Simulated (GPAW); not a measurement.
Worked example: self-consistent single point of La3TlC (Pm-3m, 5 atoms in the cell) in GPAW.

Method: LDA (Perdew-Wang 92), GPAW PAW datasets LDA (gpaw-data 1.0.1) (plane waves; GPAW).

The change in words: lattice scaled by 0.98. Reference geometry:
```
CELL_PARAMETERS angstrom
      5.32515     0.00000     0.00000
      0.00000     5.32515     0.00000
      0.00000     0.00000     5.32515
ATOMIC_POSITIONS crystal
  La 0.50000 0.00000 0.50000
  La 0.00000 0.50000 0.50000
  La 0.50000 0.50000 0.00000
  Tl 0.00000 0.00000 0.00000
  C  0.50000 0.50000 0.50000
```

Reference input (self-consistent single point, DFT LDA (Perdew-Wang 92), plane waves, GPAW PAW datasets LDA (gpaw-data 1.0.1)): mode = pw; ecut = 950 eV; xc = LDA; kpts = 5 5 5; mesh shift (steps) = 0 0 0; occupations.name = methfessel-paxton; occupations.width = 0.272 eV; occupations.order = 0; nbands = -13; convergence.density = 1e-05 e/electron; convergence.energy = 1e-05 eV/electron; symmetry.symmorphic = false. This run's input differs from it in these lines:

```diff
@@ -5,5 +5,5 @@
 atoms = Atoms(['La', 'La', 'La', 'Tl', 'C'],
-              cell=[[5.325146, 0.000000, 0.000000],
-                    [0.000000, 5.325146, 0.000000],
-                    [0.000000, 0.000000, 5.325146]],
+              cell=[[5.218643, 0.000000, 0.000000],
+                    [0.000000, 5.218643, 0.000000],
+                    [0.000000, 0.000000, 5.218643]],
               scaled_positions=[[0.500000, 0.000000, 0.500000],
```

Output, abridged:

```
     iter     time        total  log10-change:
                         energy   eigst   dens
iter:   1 --:--:--   -35.233671
iter:   2 --:--:--   -33.635391   -0.33  -1.05
iter:   3 --:--:--   -31.085924   +0.21  -1.09
iter:   4 --:--:--   -31.916556   -0.29  -1.41
iter:   5 --:--:--   -33.090563   -0.26  -1.24
   [... 7 lines left out ...]
iter:  13 --:--:--   -30.980165   -2.57  -2.55
iter:  14 --:--:--   -30.978913   -2.22  -2.67
iter:  15 --:--:--   -30.979763   -2.70  -2.88
iter:  16 --:--:--   -30.979858   -3.19  -3.03
iter:  17 --:--:--   -30.980082c  -3.23  -3.08
iter:  18 --:--:--   -30.979914c  -3.24  -3.03
iter:  19 --:--:--   -30.979834c  -3.84  -3.44
iter:  20 --:--:--   -30.979902c  -3.98  -3.51
iter:  21 --:--:--   -30.979909c  -4.36  -3.42
   [... 14 lines left out ...]
iter:  36 --:--:--   -30.979612c  -5.91  -4.28
iter:  37 --:--:--   -30.979605c  -6.30  -4.80
iter:  38 --:--:--   -30.979604c  -6.82  -4.88
iter:  39 --:--:--   -30.979608c  -6.74  -4.89
iter:  40 --:--:--   -30.979607c  -7.21  -5.08c
iter:  41 --:--:--   -30.979601c  -7.20  -5.06c
iter:  42 --:--:--   -30.979605c  -7.09  -4.94
iter:  43 --:--:--   -30.979604c  -7.74c -5.06c
Converged after 43 iterations.

Dipole moment: (-0.000000, -0.000000, -0.000000) |e|*Ang

Energy contributions relative to reference atoms: (reference = -1243582.508788)

Kinetic:        +32.811389
Potential:      -23.527747
External:        +0.000000
XC:             -38.875632
Entropy (-ST):   -0.135749
Local:           -1.319740
SIC:             +0.000000
--------------------------
Free energy:    -31.047479
Extrapolated:   -30.979604

Showing only first 2 kpts
 Kpt  Band  Eigenvalues  Occupancy
  0    23      8.49990    1.97570
  0    24      8.96229    0.87939
  0    25      8.96229    0.87939
  0    26      8.96229    0.87939

  1    23      8.56954    1.94128
  1    24      8.79386    1.53094
  1    25      8.99301    0.75544
  1    26      8.99301    0.75544

Fermi level: 8.93311

No gap
   [... lines left out ...]
Energy (eV): -30.979604

Forces in eV/Ang:
  0 La   -0.00000   -0.00000   -0.00000
  1 La   -0.00000   -0.00000   -0.00000
  2 La   -0.00000   -0.00000    0.00000
  3 Tl    0.00000    0.00000    0.00000
  4 C    -0.00000   -0.00000   -0.00000

Stress tensor:
     0.022122    -0.000000     0.000000
    -0.000000     0.022122     0.000000
     0.000000     0.000000     0.022122
Stress (GPa, Voigt): [ 3.5444  3.5444  3.5444  0.      0.     -0.    ]
```

The run converged in 43 iterations. GPAW prints stress with tension positive. Against the reference run the free energy goes down by 55.0 meV/atom.

At such cutoffs GPAW's stress carries a finite-basis (Pulay) error, which enters relaxed cells too; its log prints stress with tension positive.

The starting cell comes from a database of computed structures (which also holds hypothetical and non-ambient phases and stackings), without a prior relaxation at this level. Its lattice was rescaled by a random factor within 2.5 % of one. For this run, on top of that: lattice scaled by 0.98.

Cost on one core of a shared machine: roughly 3 min.
